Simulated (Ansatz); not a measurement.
The starting structures come from a database of crystals and need not be the phases stable at ambient conditions.

 Where the default PAW files enter, the runs use the earlier of Ansatz's two default sets.

Inside the gap of an insulator the Bloch states are evanescent, with a wavenumber k + iκ along the transport direction.

Data:

```yaml
crystal:
  lattice:
    - [4.03320, 0.00000, 0.00000]
    - [2.01660, 7.03703, 0.12651]
    - [0.00000, 0.88476, 9.69198]
  atoms:
    - { symbol: Te, position: [0.02694, 0.94611, 0.28452] }
    - { symbol: Te, position: [0.97306, 0.05389, 0.71548] }
    - { symbol: Te, position: [0.78171, 0.43658, 0.34131] }
    - { symbol: Te, position: [0.21829, 0.56342, 0.65869] }
    - { symbol: Te, position: [0.37811, 0.24379, 0.03978] }
    - { symbol: Te, position: [0.62189, 0.75621, 0.96022] }
    - { symbol: As, position: [0.61375, 0.77249, 0.44831] }
    - { symbol: As, position: [0.38625, 0.22751, 0.55169] }
    - { symbol: As, position: [0.19965, 0.60070, 0.14112] }
    - { symbol: As, position: [0.80035, 0.39930, 0.85888] }
```

Space group of this cell: C2/m. The cell was relaxed by PBE-D3(BJ); by r2SCAN its mean pressure is 1.9 GPa.

Transport runs along the normal of the first two printed cell vectors.

The gap is the functional's own. No spin-orbit coupling. Mid-gap values are interpolated on the energy grid.

Problem. State the band gap and the smallest decay constant κ at mid-gap according to Ansatz (an electronic-structure program) with r2SCAN.

Solution. Gap 0.27 eV on a 8×8×4 mesh; κ = 0.041 1/Å, at the zone centre.
